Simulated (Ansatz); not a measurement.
## Quick settings and what they miss: Sc2InCu2 (P4/mbm, 10 atoms in the cell)

Self-consistent single point.

```xyz
10
Lattice="7.3167 0.0000 0.0000 0.0000 7.3167 0.0000 0.0000 0.0000 3.5599" Properties=species:S:1:pos:R:3 pbc="T T T"
Sc     1.2244     2.4339     0.0000
Sc     6.0922     4.8828     0.0000
Sc     4.8828     1.2244     0.0000
Sc     2.4339     6.0922     0.0000
In     0.0000     0.0000     1.7800
In     3.6583     3.6583     1.7800
Cu     2.7532     0.9051     1.7800
Cu     4.5635     6.4115     1.7800
Cu     6.4115     2.7532     1.7800
Cu     0.9051     4.5635     1.7800
```

Level of theory: PBEsol, PAW files made with PBE (plane waves; Ansatz, a quantum-chemistry and plane-wave program).

Base settings: basis.ecutwfc = 420 eV; kpoints.mp_grid.grid = 4 4 7; hamiltonian.xc = pbesol; hamiltonian.pseudopotentials = {kind: paw} (the program's default PAW files); scf.occupations.method = fermi_dirac; scf.occupations.width = 0.136 eV.

Tight run (finer mesh or higher cutoff; not a proven limit): basis.ecutwfc: 420 eV → 590 eV; kpoints.mp_grid.grid: 4 4 7 → 6 6 10; scf.convergence.dr2_threshold: default (1e-07 eV) → 1e-09 eV. It gave Fermi level (on the code's own zero) 11.54 eV; pressure -6.82 GPa; largest force (vector length) 0.106 eV/Å.

Quick runs, as changes from the base:
- A: the base itself
- B: basis.ecutwfc: 420 eV → 335 eV; kpoints.mp_grid.grid: 4 4 7 → 2 2 2; hamiltonian.xc: pbesol → lda; scf.occupations.method: fermi_dirac → cold; scf.occupations.width: 0.136 eV → 0.272 eV [LDA (PW92)]
- C: kpoints.mp_grid.grid: 4 4 7 → 4 4 4; scf.convergence.dr2_threshold: default (1e-07 eV) → 0.0001 eV
- D: basis.ecutwfc: 420 eV → 210 eV; kpoints.mp_grid.grid: 4 4 7 → 4 4 4; scf.occupations.method: fermi_dirac → cold; scf.occupations.width: 0.136 eV → 0.5 eV
- E: basis.ecutwfc: 420 eV → 250 eV; kpoints.mp_grid.grid: 4 4 7 → 1 1 1; kpoints.mp_grid.shift: default → 0.5 0.5 0.5; scf.convergence.dr2_threshold: default (1e-07 eV) → 0.001 eV

Energies are extrapolated to zero smearing width, which holds to low order in the width alone.

Dashes: energy of B, another energy zero.

† marks runs with another functional, U, potentials or spin treatment: their distance from the tight run is not a convergence error alone.

The count of work is k-points × plane waves × bands × iterations; it is no time. 

Pressures in the table are Ansatz's without its Pulay estimate, at a fixed set of plane waves; the tight run's value above holds the estimate.

The starting cell comes from a database of computed structures (which also holds hypothetical and non-ambient phases and stackings), without a prior relaxation at this level. Its lattice was rescaled by a random factor within 2.5 % of one. Spin polarisation is off. In the base run, with a pressure of about -7 GPa the cell is away from its equilibrium volume at this level.

```tsv
run	energy less tight (meV/atom)	pressure less tight (GPa)	largest miss in a force vector (eV/Å)	count of work / tight
A	-3.5	-0.06	0.017	0.21
B†	–	-5.44	0.077	0.036
C	6.1	-0.03	0.047	0.11
D	3783.6	-163.68	0.274	0.046
E	1352.2	-35.39	0.181	0.0028
```

Among the runs at the tight run's level, the energy misses run from 3.5 to 3783.6 meV/atom.

Left out of this page: 1 run of the series outside the window shown, repeating another row's setting, or not comparable.

Keys are those of Ansatz 0.2.
